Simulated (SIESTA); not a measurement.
Input and output of a self-consistent single point for Ta (Im-3m, 1 atom in the cell) (SIESTA).

Method: GGA PBE, numerical atomic orbitals DZP, PseudoDojo PBE standard norm-conserving potentials (rewritten from UPF to PSML) run with SIESTA 5.4.2.

```yaml
crystal:
  lattice:
    - [-1.65825, 1.65825, 1.65825]
    - [1.65825, -1.65825, 1.65825]
    - [1.65825, 1.65825, -1.65825]
  atoms:
    - { symbol: Ta, position: [0.00000, 0.00000, 0.00000] }
```

Reference input (self-consistent single point, DFT, GGA PBE, numerical atomic orbitals DZP, PseudoDojo PBE standard norm-conserving potentials (rewritten from UPF to PSML)): XC.functional = GGA; XC.authors = PBE; potentials = PseudoDojo PBE standard; PAO.BasisSize = DZP; PAO.EnergyShift = 0.01 Ry; MeshCutoff = 400 Ry; kgrid.MonkhorstPack = 8 8 8; OccupationFunction = MP; OccupationMPOrder = 0; ElectronicTemperature = 1160.45 K; MaxSCFIterations = 150; SCF.Mixer.Method = Pulay. This run's input differs from it in these lines:

```diff
@@ -26,5 +26,5 @@
 %block kgrid.MonkhorstPack
-    8   0   0  0.0
-    0   8   0  0.0
-    0   0   8  0.0
+   13   0   0  0.0
+    0  13   0  0.0
+    0   0  13  0.0
 %endblock kgrid.MonkhorstPack
@@ -32,3 +32,3 @@
 OccupationMPOrder            0
-ElectronicTemperature        1160.45 K
+ElectronicTemperature        116.05 K
```

Output, abridged:

```
        iscf     Eharris(eV)        E_KS(eV)     FreeEng(eV)     dDmax    Ef(eV) dHmax(eV)
   scf:    1    -1769.905028    -1770.253772    -1770.253900  0.734922 -2.818463  5.220837
   scf:    2    -1770.552524    -1770.405323    -1770.405520  0.039909 -2.941675  4.433246
   scf:    3    -1771.045290    -1770.790584    -1770.790707  0.180056 -3.583263  0.039607
   scf:    4    -1770.790379    -1770.790502    -1770.790626  0.005944 -3.600408  0.053929
   scf:    5    -1770.790788    -1770.790676    -1770.790797  0.005525 -3.596155  0.006555
   scf:    6    -1770.790683    -1770.790680    -1770.790801  0.000610 -3.597367  0.002590
   scf:    7    -1770.790680    -1770.790680    -1770.790801  0.000117 -3.597550  0.000012
mix: Pulay -- inversion failed, > SVD [rank/size] 3 / 5
   scf:    8    -1770.790680    -1770.790680    -1770.790801  0.000002 -3.597552  0.000003
SCF Convergence by DM+H criterion
max |DM_out - DM_in|         :     0.0000016999
max |H_out - H_in|      (eV) :     0.0000029786
SCF cycle converged after 8 iterations

Using DM_out to compute the final energy and forces

siesta: E_KS(eV) =            -1770.7907

siesta: E_KS - E_eggbox =     -1770.7907

siesta: Atomic forces (eV/Ang):
     1    0.000000   -0.000000   -0.000000
   Tot    0.000000   -0.000000   -0.000000
   Max    0.000000
   Res    0.000000    sqrt( Sum f_i^2 / 3N )
   Max    0.000000    constrained

Stress tensor Voigt[x,y,z,yz,xz,xy] (kbar):       10.72       10.72       10.72        0.04        0.04        0.04
(Free)E + p*V (eV/cell)    -1770.9129
Target enthalpy (eV/cell)    -1770.7908

siesta: Program's energy decomposition (eV):
siesta: FreeEng =     -1770.790801

siesta: Stress tensor (static) (eV/Ang**3):
siesta:     0.006692    0.000024    0.000024
siesta:     0.000024    0.006692    0.000024
siesta:     0.000024    0.000024    0.006692

siesta: Cell volume =         18.239377 Ang**3

siesta: Pressure (static):
siesta:                Solid            Molecule  Units
siesta:          -0.00007288         -0.00007288  Ry/Bohr**3
siesta:          -0.00669170         -0.00669170  eV/Ang**3
siesta:         -10.72128251        -10.72128251  kBar
```

The run converged in 8 iterations. Against the reference run the free energy goes up by 25.7 meV/atom and the pressure goes from -4.01 to -1.07 GPa.

The starting cell has typed, rounded lattice constants, without a prior relaxation at this level. Its lattice was rescaled by up to half a per cent. Spin polarisation is off. Values carry the incompleteness of an atom-centred basis.

Cost on one core of a shared machine: roughly 30 s.
